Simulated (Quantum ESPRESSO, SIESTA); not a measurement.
A SIESTA input for a self-consistent single point of Na3BrO (P1, 5 atoms in the cell) (DFT, LDA PW92, numerical atomic orbitals DZP, PseudoDojo LDA standard norm-conserving potentials (rewritten from UPF to PSML)):

```
# files in the folder: Na.psml Br.psml O.psml (PseudoDojo LDA standard)
SystemName  Na3BrO
SystemLabel na3bro

NumberOfAtoms                5
NumberOfSpecies              3
%block ChemicalSpeciesLabel
  1 11 Na
  2 35 Br
  3 8 O
%endblock ChemicalSpeciesLabel
LatticeConstant              4.623793 Ang
%block LatticeVectors
     1.000000000    0.000000000    0.000000000
     0.000000000    1.000000000    0.000000000
     0.000000000    0.000000000    1.000000000
%endblock LatticeVectors
AtomicCoordinatesFormat      Bohr
%block AtomicCoordinatesAndAtomicSpecies
    -0.041914759    4.293916677    4.316739556  1
     4.416209561   -0.026833484    4.232910039  1
     4.445952700    4.339108074    0.151039924  1
    -0.045829249    0.027628615   -0.014364783  2
     4.332135388    4.472742495    4.420220166  3
%endblock AtomicCoordinatesAndAtomicSpecies

XC.functional                LDA
XC.authors                   PW92
PAO.BasisSize                DZP
PAO.EnergyShift              0.01 Ry
MeshCutoff                   350 Ry
%block kgrid.MonkhorstPack
    7   0   0  0.0
    0   7   0  0.0
    0   0   7  0.0
%endblock kgrid.MonkhorstPack
OccupationFunction           FD
ElectronicTemperature        116.05 K

MaxSCFIterations             150
SCF.Mixer.Method             Pulay
SCF.Mixer.Weight             0.1
SCF.Mixer.History            8
SCF.DM.Tolerance             1.0E-04
Diag.ParallelOverK           true
WriteForces                  true
Charge.Mulliken              end
```

### Question
Translate this input to Quantum ESPRESSO.

### Answer
This is the input that was run; spellings and numerical settings could be chosen otherwise.

```fortran
&control
 calculation = 'scf'
 outdir = './out'
 pseudo_dir = './'
 tprnfor = .true.
 tstress = .true.
/
&system
 ibrav = 0
 celldm(1) = 8.7377024270
 nat = 5
 ntyp = 3
 ecutwfc = 40
 ecutrho = 200
 occupations = 'smearing'
 smearing = 'fd'
 degauss = 0.000734986
/
&electrons
 conv_thr = 1.0e-11
 mixing_beta = 0.3
/
ATOMIC_SPECIES
Na    22.9898  na_lda_v1.5.uspp.F.UPF
Br    79.9040  br_lda_v1.4.uspp.F.UPF
O     15.9990  o_lda_v1.2.uspp.F.UPF
ATOMIC_POSITIONS angstrom
Na   -0.0221803350    2.2722428512    2.2843201986
Na    2.3369574581   -0.0141996683    2.2399595285
Na    2.3526968494    2.2961571086    0.0799268858
Br   -0.0242517943    0.0146204335   -0.0076015157
O     2.2924673218    2.3668733988    2.3390797790
K_POINTS automatic
7 7 7  0 0 0
CELL_PARAMETERS alat
   1.0000000000     0.0000000000     0.0000000000
   0.0000000000     1.0000000000     0.0000000000
   0.0000000000     0.0000000000     1.0000000000
```

Basis, cutoffs, solver keys and any potentials are the target program's own. This input uses DFT, LDA (PZ), plane waves, GBRV 1.5 ultrasoft (LDA) pseudopotentials. LDA parametrisations can differ slightly between programs.

The starting cell comes from a database of computed structures (which also holds hypothetical and non-ambient phases and stackings), without a prior relaxation at this level. Its lattice was rescaled by a random factor within 2.5 % of one. For this run, on top of that: atoms moved at random.
